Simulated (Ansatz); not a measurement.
HfO2 (P4₂/mnm, No. 136, 6 atoms in the cell; start mp-776532; a measured phase of this formula has another space group), treated with r²SCAN (PAW; Ansatz, a first-principles code).

Run with plane-wave cutoff 600 eV, 8×8×12 k mesh (along the axes of the cell as run), scalar-relativistic PAW data made under PBE.

Computed at the level's own relaxed cell.

Hill averages of the elastic tensor: K = 227.2 GPa, G = 108.7 GPa. Volume 12.562 Å³/atom, mean atomic mass 70.163 u.

Question: Work out the density, the sound velocities of a polycrystal and the elastic Debye temperature at this level.

Answer: ρ = 1.66054 × 70.163/12.562 = 9.275 g/cm³. v_l = √[(K + 4G/3)/ρ] = 6.334 km/s and v_t = √(G/ρ) = 3.423 km/s. The mean follows from 3/v_m³ = 1/v_l³ + 2/v_t³: v_m = 3.820 km/s. Θ_D = (ħ/k_B) v_m (6π²/V)^(1/3) = 76.38 K Å s/km × 3.820 × 1.6767 Å⁻¹ = 489 K, counting all atoms of the cell.

Note: the relaxation could not lower the start's symmetry, so the cell can be a saddle point above a distorted one.

A start named mp-… is a Materials Project structure, which need not be a measured phase.
